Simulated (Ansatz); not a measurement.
**ZnO under load (space group P6_3mc): band-edge transport data**

Input:

```yaml
crystal:
  lattice:
    - [3.24496, 0.00000, 0.00000]
    - [-1.62248, 2.81021, 0.00000]
    - [0.00000, 0.00000, 5.18989]
  atoms:
    - { symbol: Zn, position: [0.66667, 0.33333, 0.49948] }
    - { symbol: Zn, position: [0.33333, 0.66667, 0.99948] }
    - { symbol: O, position: [0.66667, 0.33333, 0.88083] }
    - { symbol: O, position: [0.33333, 0.66667, 0.38083] }
```

Computed with PBEsol with spin-orbit coupling, rigid bands (plane waves, PAW; Ansatz, a program for electronic structure). Condition of this run: biaxial stress xx = yy = -1 GPa (compression positive) (the target of the relaxation). Geometry: cell and atoms relaxed with PBEsol, then loaded as said.

```yaml
band_gap: 0.69 eV
electron conductivity mass (300 K, dilute): 0.152 (x), 0.152 (y), 0.156 (z) mₑ
hole conductivity mass (300 K, dilute): 1.83 (x), 1.83 (y), 2.8 (z) mₑ
effective density of states N_c (300 K): 1.4e18 cm⁻³
effective density of states N_v (300 K): 7.4e19 cm⁻³
density_of_states_mass_electrons: 0.145 mₑ
density_of_states_mass_holes: 2.1 mₑ
Seebeck coefficient, n-type 1e19 cm⁻³, 300 K: -92 μV/K
best n-type power factor at 300 K for τ = 10 fs (best axis; densities from 1e16 to 1e21 cm⁻³ tried, whether or not they can be reached): 1.41 μW/(cm·K²) at 3e18 cm⁻³
Seebeck coefficient, p-type 1e19 cm⁻³, 300 K: 434 μV/K
```

Rigid bands; masses and Seebeck coefficients take one relaxation time τ for all states and one kind of carrier; polarons and phonon drag are left out.
